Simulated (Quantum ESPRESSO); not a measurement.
Troubleshooting Quantum ESPRESSO: a failed run on SrPd3O4 (Pm-3n, 16 atoms in the cell). The aim is a self-consistent single point with DFT, LDA (PZ), plane waves, GBRV 1.5 ultrasoft (LDA) pseudopotentials.

Input:

```fortran
&CONTROL
   calculation = 'scf',
   prefix = 'scf',
   outdir = './tmp',
   pseudo_dir = './',
   tprnfor = .true.,
   tstress = .true.,
/
&SYSTEM
   ibrav = 0,
   nat = 16,
   ntyp = 4,
   ecutwfc = 40,
   ecutrho = 320,
   occupations = 'smearing',
   smearing = 'cold',
   degauss = 0.0036749,
/
&ELECTRONS
   conv_thr = 1.0e-11,
   mixing_beta = 0.4,
/
ATOMIC_SPECIES
Sr    87.6200  sr_lda_v1.uspp.F.UPF
Pd   106.4200  pd_lda_v1.4.uspp.F.UPF
O     15.9990  o_lda_v1.2.uspp.F.UPF
ATOMIC_POSITIONS {crystal}
Sr    0.0000000000    0.0000000000    0.0000000000
Sr    0.5000000000    0.5000000000    0.5000000000
Pd    0.2500000000    0.0000000000    0.5000000000
Pd    0.5000000000    0.7500000000    0.0000000000
Pd    0.7500000000    0.0000000000    0.5000000000
Pd    0.5000000000    0.2500000000    0.0000000000
Pd    0.0000000000    0.5000000000    0.7500000000
Pd    0.0000000000    0.5000000000    0.2500000000
O     0.2500000000    0.2500000000    0.2500000000
O     0.2500000000    0.7500000000    0.7500000000
O     0.7500000000    0.7500000000    0.2500000000
O     0.7500000000    0.2500000000    0.7500000000
O     0.7500000000    0.7500000000    0.7500000000
O     0.7500000000    0.2500000000    0.2500000000
O     0.2500000000    0.2500000000    0.7500000000
O     0.2500000000    0.7500000000    0.2500000000
K_POINTS {automatic}
4 4 4  1 1 1
CELL_PARAMETERS {angstrom}
   5.8260000000     0.0000000000     0.0000000000
   0.0000000000     5.8260000000     0.0000000000
   0.0000000000     0.0000000000     5.8260000000
```

The program printed (abridged):

```
     This program is part of the open-source Quantum ESPRESSO suite
     for quantum simulation of materials; please cite

 %%%%%%%%%%%%%%%%%%%%%%%%%%%%%%%%%%%%%%%%%%%%%%%%%%%%%%%%%%%%%%%%%%%%%%%%%%%%%%
     Error in routine  card_atomic_species (5010):
     cannot read atomic specie from: ATOMIC_POSITIONS {crystal}
 %%%%%%%%%%%%%%%%%%%%%%%%%%%%%%%%%%%%%%%%%%%%%%%%%%%%%%%%%%%%%%%%%%%%%%%%%%%%%%

     stopping ...
```

Task: Read the log: what does the program object to, and what is the fix?

Result: The fault is a species count that does not match the list of species. The number of species decides how many lines of the species card are read. To fix it, make the count match the list. The program stopped before any SCF iteration.

The sound input it was made from differs as follows (other fixes are possible):
```diff
-   ntyp = 4,
+   ntyp = 3,
```

With that input, the run converged in 14 iterations: free energy E − TS -21657.0599 eV; top of the valence band (on the code's own zero) 12.81 eV; gap on the k-point mesh 0.28 eV; pressure -6.26 GPa (DFT, LDA (PZ), plane waves, GBRV 1.5 ultrasoft (LDA) pseudopotentials).

On the sound input: the starting cell comes from a database of published, mostly measured structures (it also holds non-ambient and calculated ones), without a prior relaxation at this level. Spin polarisation is off. With a pressure of about -6 GPa the cell is away from its equilibrium volume at this level. The shifted mesh does not hold Γ, so a gap read on it misses any band edge there.
